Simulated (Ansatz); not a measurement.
The starting structures come from a database of crystals and need not be the phases stable at ambient conditions.

Inside the gap of an insulator the Bloch states are evanescent, with a wavenumber k + iκ along the transport direction.

Consider the following.

```
BeSe
1.0
    3.65429     0.00000     0.00000
    0.00000     3.65429     0.00000
    1.82714     1.82714     2.50645
Be Se
1 1
Direct
  0.00000   0.00000   0.00000
  0.75000   0.25000   0.50000
```

The cell is strained (lengths along the current scaled by 0.97, ions clamped); by PBEsol it stands under a pressure of 0.6 GPa.

Transport runs along the normal of the first two printed cell vectors, the (001) (indices of the unstrained crystal) plane of the conventional cell.

No gap correction and no spin-orbit coupling; mid-gap is the computed energy nearest the middle.

### Question
Compute, with PBEsol in Ansatz (a first-principles code), the band gap and the smallest decay constant κ at mid-gap.

### Answer
Gap 2.21 eV on a 12×12×12 mesh; κ = 0.221 1/Å, at the zone centre.
